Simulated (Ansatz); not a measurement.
Abridged Ansatz (a quantum-chemistry and plane-wave program) output:

```
Relaxation: its limit of steps is 50 (relax.max_steps)
Pseudopotential: C, paw, valence charge 4
Crystal: 4 atoms, lattice volume = 32.292 Å³
Basis set: ecut = 500 eV, 823 PW (Γ), exchange–correlation on 72×72×200 points (64 copies of the dense FFT grid, shifted against one another)
Bands: 12, of which v1, the nominal top of the filled ones, is band 8 counted from 1 (7 counted from 0)
Symmetry: 24 space group operations
k-points: 81 of 1125
Functional: x = r2scan, c = r2scan + rvv10(b = 11.95, C = 0.0093); τ floored in thin density (d = 2e-4 eV/Å³)
SCF iter   1: F=—  HF=-1007.950075 eV  |F-HF|=—  |Δ(HF+E_count)|=         —  Δρ=1.57e-1  dr2=6.96e0  dr2_τ=1.76e0  ethr=3.10e-3  ⟨swp⟩=5.8  Hψ=5879  notcnv=0
SCF iter   2: F=—  HF=-1006.201619 eV  |F-HF|=—  |Δ(HF+E_count)|=    1.75e0  Δρ=9.22e-2  dr2=2.82e0  dr2_τ=3.86e-2  ethr=3.10e-3  ⟨swp⟩=2.3  Hψ=2490  notcnv=0
SCF 1 converged in 7 iterations: F = -1005.226376 eV  dr2 = 4.12e-8
relax step   1: F+E_penalty+E_count = -1005.22637617 eV  Δ(F+E_penalty+E_count) = +0.000e0 eV  max|allowed force component| = 1.665e-16 eV/Å  Δτ_max = 0.0000 Å  P = +51.504 GPa  Ω = 32.292 Å³  fix = [a, b, gamma]  reactions: a +77.946, b +77.946 GPa  (7 SCF iters, dr2 threshold 1.00e-7 eV, accepted)
[... steps on the carried basis left out ...]
relax step   6: F+E_penalty+E_count = -1005.23173221 eV  Δ(F+E_penalty+E_count) = +1.524e-6 eV  max|allowed force component| = 7.401e-16 eV/Å  Δτ_max = 0.0000 Å  P = +53.743 GPa  Ω = 31.149 Å³  energy of the carried Pulay correction = -2.118e-6 eV  fix = [a, b, gamma]  reactions: a +80.614, b +80.614 GPa  (4 SCF iters, dr2 threshold 7.39e-10 eV, accepted)
Crystal: 4 atoms, lattice volume = 31.149 Å³
SCF iter   1: F=—  HF=-1005.231733 eV  |F-HF|=—  |Δ(HF+E_count)|=         —  Δρ=1.18e-6  dr2=2.72e-10  dr2_τ=5.11e-11  ethr=1.19e-7  ⟨swp⟩=4.2  Hψ=8793  notcnv=0
SCF iter   2: F=—  HF=-1005.231734 eV  |F-HF|=—  |Δ(HF+E_count)|=   4.18e-7  Δρ=5.50e-7  dr2=5.37e-11  dr2_τ=2.70e-11  ethr=1.70e-12  ⟨swp⟩=3.5  Hψ=2291  notcnv=0
SCF 7 converged in 5 iterations: F = -1005.231734 eV  dr2 = 4.15e-13
SCF converged after 5 iterations
Free energy (F): -1005.231734 eV
Internal energy: -1005.230474 eV  (E = F + TS)
E sigma→0 (E₀):  -1005.231104 eV
Entropy (-TS):   -0.001259 eV (-0.315 meV/atom)
Fermi energy:    8.429178 eV
--- Forces (eV/Å), atoms counted from 1 ---
  atom   1  C      0.00000000    -0.00000000    -0.00000000
  atom   2  C      0.00000000     0.00000000     0.00000000
  atom   3  C      0.00000000     0.00000000     0.00000000
  atom   4  C     -0.00000000    -0.00000000    -0.00000000
--- Stress (GPa, compression-positive) ---
       80.613560      -0.000000       0.000000
       -0.000000      80.613560       0.000000
        0.000000       0.000000       0.000914
  P = ⅓ Tr σ = 53.7427 GPa (537.427 kbar)
--- Relaxed structure (5 steps of the walk, 5 accepted, 2 SCFs on fresh bases) ---
  cell:  # Å, volume = 31.1486 Å³
    - [2.3361371873919587, 1.0642789486977826e-98, 1.530321908070758e-18]
    - [1.1680685936959794, 2.0231541510069637, 7.651609540353796e-19]
    - [4.4755718548028874e-18, 1.932371590233626e-33, 6.590381015249277]
  atoms:
    - { symbol: C, position: [4.448898171534515e-32, -5.394350703708079e-32, 0.25] }
    - { symbol: C, position: [-4.8148248609680896e-32, 6.181291276954904e-32, 0.75] }
    - { symbol: C, position: [0.33333333333333326, 0.3333333333333333, 0.25] }
    - { symbol: C, position: [0.6666666666666665, 0.6666666666666666, 0.75] }
```

Q: What was computed, and what are the main results?

A: C, 4 atoms in the cell, with plane-wave PAW DFT at the r2SCAN+rVV10 level (Ansatz, 500 eV), no spin-orbit coupling, earlier PAW set. The last SCF converged to F = -1005.231734 eV, or -251.3079 eV per atom, at a pressure of 53.74 GPa. The total energy compares only with runs of the same code, potentials and settings.

A case with no gap was solved on a k-mesh chosen for an insulator, which is coarse for it. The cells carry an imposed strain or load. No phonon test of stability was made. The cell was made from C in the graphite type structure (space group P6_3/mmc, No. 194; layered, stacked along the Cartesian z axis) by this change: biaxial strain −4.85 %, plane normal [001], relaxed out of plane.

Keys are those of Ansatz 0.2.
